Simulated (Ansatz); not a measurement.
## La2O3, response to strain

Take La2O3 (space group P-3m1, No. 164) as the base.

```
CELL_PARAMETERS angstrom
      3.90611     0.00000     0.00000
     -1.95305     3.38279     0.00000
      0.00000     0.00000     6.03995
ATOMIC_POSITIONS crystal
  La 0.33333 0.66667 0.24536
  La 0.66667 0.33333 0.75464
  O  0.00000 0.00000 0.00000
  O  0.33333 0.66667 0.64601
  O  0.66667 0.33333 0.35399
```

Cartesian axes are those of the cell as printed.

Strains are applied to the cell and any free atomic positions relax; under biaxial strain the out-of-plane vector relaxes too.

Levels (all Ansatz, an electronic-structure program, PAW): PBEsol (420 eV, no SOC); r2SCAN (500 eV, without spin-orbit coupling); HSE06 (420 eV, no spin-orbit coupling).

Band gaps by level, all at the geometries relaxed with PBEsol:

```csv
case,PBEsol,r2SCAN,HSE06
base,3.77 eV,4.23 eV,5.30 eV
"biaxial strain −3.39 %, plane normal [001], relaxed out of plane",3.59 eV,…,…
uniaxial strain ε_zz = +2.17 %,3.78 eV,4.26 eV,5.32 eV
uniaxial strain ε_zz = +4.61 %,3.78 eV,4.28 eV,5.34 eV
```

### Question
What belongs in the blanks?

### Answer

- biaxial strain −3.39 %, plane normal [001], relaxed out of plane, r2SCAN: 4.13 eV
- biaxial strain −3.39 %, plane normal [001], relaxed out of plane, HSE06: 5.22 eV

Single points use the geometry relaxed with PBEsol. HSE06 was sampled on its mesh, a few special points and the semilocal edge points, so its gap is an upper bound. Stability against distortions was not tested.
